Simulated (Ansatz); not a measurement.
## HfO2: Hf → Tl

Take HfO$_{2}$ (space group P2_1/c, No. 14; a = 5.096 Å, b = 5.177 Å, c = 5.271 Å, α = γ = 90.00°, β = 99.62°) as the base.

Now apply this change: full substitution Hf → Tl, then cell and atoms are relaxed.

Method: PBEsol in Ansatz (plane waves to 420 eV, PAW, no spin-orbit coupling). k-mesh 13×13×13 (Γ-centred); smearing 0.05 eV (Fermi–Dirac), for the changed cell.

```json
{
 "volume_per_atom": "12.83 Å³ (base 11.42 Å³)",
 "density": "10.20 g/cm³ (base 10.20 g/cm³)",
 "space_group": "I4/mmm (No. 139) (base P2_1/c (No. 14))",
 "shortest_interatomic_distance": "2.338 Å (base 2.039 Å)",
 "band_gap": "zero (base 3.97 eV)"
}
```

Final structure:

```yaml
crystal:
  lattice:
    - [-2.02864, 2.02864, 2.33833]
    - [2.02864, -2.02864, 2.33833]
    - [2.02864, 2.02864, -2.33833]
  atoms:
    - { symbol: Tl, position: [0.50000, 0.50000, 0.00000] }
    - { symbol: O, position: [0.25000, 0.75000, 0.50000] }
    - { symbol: O, position: [0.75000, 0.25000, 0.50000] }
```

Spin-orbit coupling, missing from the scalar runs, can matter with Hf. Whether these cells are dynamically stable was not tested. As relaxed here, TlO2 is a hypothetical phase, not in the database extracts checked. All final runs are without spin polarisation. An odd electron count without spin: TlO2.

Ansatz is an electronic-structure program.
